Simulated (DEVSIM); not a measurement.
Structure: abrupt Si n-p junction, at 300 K.

```csv
layer (left to right),material,thickness (μm),Nd (cm⁻³),Na (cm⁻³),τn (s),τp (s)
1,Si,0.420,6.8e17,-,0.0008,0.0008
2,Si,14.0,-,1.6e16,0.0008,0.0008
```

Left contact: ohmic. Right contact: ohmic. Voltage is applied to the left contact. Recombination: SRH at mid-gap. Mobility is μmin + (μ − μmin)/(1 + (N/Nref)^α).

This is a model device: material constants are rounded textbook-type values typed into the input, and sizes, dopings and lifetimes were drawn at random. Values at 300 K.

| parameter | Si |
|---|---|
| gap (eV) | 1.124 |
| affinity (eV) | 4.05 |
| permittivity | 11.7 |
| Nc (cm⁻³) | 2.86e19 |
| Nv (cm⁻³) | 3.1e19 |
| μn (cm²/Vs) | 1417 |
| μp (cm²/Vs) | 470 |
| μn,min | 52 |
| μp,min | 45 |
| Nref,n | 9.7e16 |
| Nref,p | 2.2e17 |
| αn | 0.68 |
| αp | 0.72 |

Simulated with DEVSIM: 1D drift-diffusion, Boltzmann statistics, complete ionisation; no tunnelling, impact ionisation, image-force lowering or self-heating.

The doping Nd of layer 1 was swept, all else fixed.

```csv
doping Nd of layer 1 (cm^-3),largest field in the device at zero bias (V/cm),dark forward voltage at 100 A/cm² (V),dark forward voltage at 1 A/cm² (V),potential step across the device at zero bias (V)
2e16,44000,0.778,0.569,0.740
6.8e16,54000,0.775,0.600,0.772
2e17,59000,0.772,0.620,0.800
6.8e17,69000,0.769,0.630,0.832
2e18,93000,0.767,0.632,0.860
6.8e18,150000,0.767,0.632,0.891
```

From the first row to the last the largest field in the device at zero bias goes from 44000 to 150000. From the first row to the last the dark forward voltage at 100 A/cm² goes from 0.778 to 0.767.
